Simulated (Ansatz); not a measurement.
**What Al on a P site (antisite) does to AlP**

The reference is a 24-atom supercell of AlP in the zinc blende structure (space group F-43m, No. 216; a = 5.4705 Å) at its relaxed geometry.

The change: one P atom is replaced by Al, atoms relaxed at fixed cell, starting from a slightly rattled geometry.

Method: PBEsol (Ansatz, a quantum-chemistry and plane-wave program, PAW, no spin-orbit coupling). Γ-centred 4×3×4 mesh, Fermi–Dirac width 0.01 eV.

```yaml
pressure: 1.9 GPa (base 0.0 GPa)
gap_of_the_supercell: zero (base 1.45 eV)
largest_displacement_of_a_host_atom_from_its_site_in_the_perfect_cell: 0.21 Å
mean_distance_from_the_defect_site_to_its_nearest_host_atoms: 4.80 bohr (base 4.48 bohr)
```

Final structure:

```yaml
crystal:
  lattice:
    - [0.00000, 5.47051, 5.47051]
    - [5.47051, -5.47051, 5.47051]
    - [5.47051, 5.47051, 0.00000]
  atoms:
    - { symbol: Al, position: [0.16607, 0.09616, 0.16792] }
    - { symbol: P, position: [0.16754, 0.08437, 0.66720] }
    - { symbol: P, position: [0.33589, 0.42264, 0.33785] }
    - { symbol: P, position: [0.33585, 0.42261, 0.82834] }
    - { symbol: P, position: [0.49937, 0.75689, 0.50130] }
    - { symbol: P, position: [0.50417, 0.74130, 0.99887] }
    - { symbol: P, position: [0.66529, 0.08437, 0.16946] }
    - { symbol: P, position: [0.66527, 0.08437, 0.66720] }
    - { symbol: P, position: [0.82633, 0.42262, 0.33784] }
    - { symbol: P, position: [0.83270, 0.40747, 0.83464] }
    - { symbol: P, position: [0.99698, 0.74135, 0.50606] }
    - { symbol: P, position: [0.99696, 0.74130, 0.99888] }
    - { symbol: Al, position: [0.99054, 0.98763, 0.99248] }
    - { symbol: Al, position: [0.99053, 0.98767, 0.51896] }
    - { symbol: Al, position: [0.16602, 0.35606, 0.16805] }
    - { symbol: Al, position: [0.16730, 0.33411, 0.66736] }
    - { symbol: Al, position: [0.33518, 0.66954, 0.33710] }
    - { symbol: Al, position: [0.33516, 0.66951, 0.82968] }
    - { symbol: Al, position: [0.51705, 0.98762, 0.99245] }
    - { symbol: Al, position: [0.49937, 0.00193, 0.50128] }
    - { symbol: Al, position: [0.66540, 0.33411, 0.16925] }
    - { symbol: Al, position: [0.66537, 0.33411, 0.66736] }
    - { symbol: Al, position: [0.82775, 0.66952, 0.33709] }
    - { symbol: Al, position: [0.83272, 0.65364, 0.83458] }
```

Other magnetic orders, which the real material may have, were not ruled out. In so small a cell the defect repeats every few ångströms: this is an ordered compound, not a dilute defect. The mesh was chosen for an insulator and is coarse for the gapless case. Starting moments died away, wholly or in part, for Al on a P site (antisite); another magnetic solution may exist. The defect cell is spin-polarised and ends with 0.6 μB, a fractional moment that hangs on the mesh and smearing.
